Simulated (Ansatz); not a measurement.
A periodic model of amorphous Si$_{26}$O$_{46}$:

```xyz
72
Lattice="10.3144 -0.2032 -0.1257 -0.2032 9.8064 0.0875 -0.1257 0.0875 10.4039" Properties=species:S:1:pos:R:3 pbc="T T T"
Si     2.3116     4.2500     0.9090
Si     2.5098     5.5029     6.0953
Si     8.4013     6.4480     0.4604
Si     1.4849     7.9570     7.3637
Si     6.1049     8.8009    10.2730
Si     0.8934     6.8145    10.0333
Si     5.9796     0.3321     4.5015
Si     5.2037     4.5745     6.9640
Si     7.8570     1.2595     5.4869
Si     2.2836     0.7617     3.5700
Si     1.2821     0.9852     7.2553
Si     0.2523     1.5383     9.2797
Si     8.3979     6.6138     3.6059
Si     1.1136     4.0100     3.8981
Si     8.1094     4.2606     5.6190
Si     2.6407     1.3256     0.5886
Si     3.6546     2.0506     5.7405
Si     6.6586     4.1533     9.7249
Si     3.2119     8.6475     9.7110
Si     5.5498     6.5342     3.4385
Si     7.6213     1.2521     8.6972
Si     0.2762     3.6581     7.3634
Si     6.9553     0.5974     2.3633
Si     5.1535     5.0561     1.6848
Si     9.3847     9.4422     3.7181
Si     4.0772     8.5361     5.0694
O      0.6903     9.2764     6.8114
O      2.4047     4.8972     4.5887
O      7.3539     7.7769    10.3699
O      2.8297     8.4756     8.1357
O      2.4930     2.1315     4.5147
O      6.6128     4.7190     6.1371
O      7.8755     5.2248     9.9577
O      9.0509     0.7492     9.2900
O      0.6194     7.0843     8.4372
O      8.3182     6.1047     2.0604
O      4.0608     5.7148     6.6512
O      6.5581     0.0649     8.9716
O      0.7078     0.4729     3.3604
O      8.7017     5.3574     4.5747
O      2.7724     9.2815     4.3442
O      7.1998     2.6562     9.4141
O      4.8992     1.5314     4.8685
O      7.7530     1.4621     7.1020
O      2.9983     1.0508     2.1426
O      2.8854     1.2051     6.9108
O      4.7064     8.0563     9.8995
O      1.8835     7.0233     6.0947
O      5.5692     6.6719     1.7780
O      9.0947     0.2779     5.0461
O      9.9512     6.8665     0.2544
O      5.6225     4.6073     8.5424
O      2.8915     2.8893     0.1912
O      5.4232     4.8649     3.3242
O      2.2032     7.7353     0.1567
O      6.9115     7.1671     4.0636
O      3.6079     5.1171     1.2898
O      4.2562     7.1700     4.1480
O      0.1659     3.1658     8.9359
O      1.6013     4.5865     7.1253
O      8.0316     2.7948     4.9062
O      1.0477     1.0744     0.3158
O      1.3133     5.2681    10.3022
O      4.3283     3.2578     6.5769
O      3.3993     0.4206    10.0540
O      6.0354     9.5998     1.2250
O      1.4832     3.8919     2.2642
O      5.9717     4.0321     0.7434
O      9.4838     7.8071     3.8281
O      9.1954     4.2043     6.8504
O      0.4693     2.2407     6.5191
O      8.4985    -0.0200     2.4554
```

Method: PBE, scalar-relativistic without spin-orbit coupling (plane waves to 420 eV, PAW; Ansatz, a first-principles code). The usual formal charges leave 12 electrons over, so the level spacing at the Fermi energy parts defect or band states and needn't be the band gap.

It comes from a melt-quench run on a machine-learned potential (CHGNet), relaxed afterwards by DFT. O atoms were pushed apart under 1.9 Å during the dynamics, to hinder bonds among them. The hot cell started wider than the set density and was brought back towards it in steps. It is the lowest in DFT energy of 2 quenches. It is a model cell: composition and starting density were chosen by hand, and all elements were melted together. No dispersion term was used. Its density started from a set value of 2.31 and ended at 2.32 g/cm³. The simulated quench (nominally 590 K/ps over its main leg) is rapid and tends to freeze in more defects than a deposited or slowly cooled glass has. A cell of this size samples the disorder only roughly. The volume was held where the preparation left it and the shape relaxed, at a PBE pressure of 2.0 GPa. Stress components on the final sampling reach 2.0 GPa.

Cut-offs for bonds: Si-Si 2.60 Å, Si-O 1.90 Å, O-O 1.58 Å. Two cations that share two anions don't count as bonded, nor two that share one unless they lie closer than Si-Si 2.38 Å.

**Question.** Give the coordination numbers, mean bond lengths and angles.

**Answer.** 
```yaml
Mean coordination of Si by anions: 3.54 (1 with 1, 3 with 2, 3 with 3, 19 with 4); 8 close contacts or bonds to cations besides
Mean coordination of O: 2.00 (46 with 2)
Mean Si-O bond: 1.638 Å (spread 0.020 Å, 92 counted)
Mean Si-Si bond: 2.350 Å (spread 0.027 Å, 4 counted)
Bond angle at Si: mean 109.3°, spread 6.6°
Bond angle at O: mean 136.7°, spread 16.2°
```

**Question.** Which atoms depart from the most common coordination of their element?

**Answer.** Si14 has 2 (O67 1.68 Å, O28 1.71 Å); Si23 has 3 (O66 1.63 Å, O72 1.66 Å, Si7 2.37 Å); Si26 has 3 (O58 1.66 Å, O41 1.67 Å, Si7 2.38 Å).
